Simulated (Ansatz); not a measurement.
Consider TiO2 in the anatase structure (space group I4_1/amd, No. 141; a = 3.7393 Å, c = 9.4551 Å). Axes: x, y, z lie along a, b, c of the conventional cell.

The values are results of LDA in Ansatz (plane waves to 420 eV, PAW, no SOC), not measurements.

Strains are applied to the cell and any free atomic positions relax.

One change was made to it. Results:

| quantity | base | after |
|---|---|---|
| band gap | 2.08 eV | 1.98 eV |
| energy relative to the base (free energy F) | 0 meV/atom | +6.4 meV/atom |
| smallest direct gap | 2.44 eV | 2.42 eV |

Which change produced these results?
A) uniaxial strain ε_zz = −2.40 %
B) uniaxial strain ε_zz = −3.00 %
C) uniaxial strain ε_zz = −1.20 %
D) uniaxial strain ε_zz = −0.60 %

B, uniaxial strain ε_zz = −3.00 %. For comparison, the energy relative to the base in the other runs: uniaxial strain ε_zz = −2.40 % gives +4.0 meV/atom; uniaxial strain ε_zz = −0.60 % gives +0.2 meV/atom; uniaxial strain ε_zz = −1.20 % gives +1.0 meV/atom.

Stability against distortions was not tested. The final runs are not spin-polarised.

Ansatz is a first-principles code.
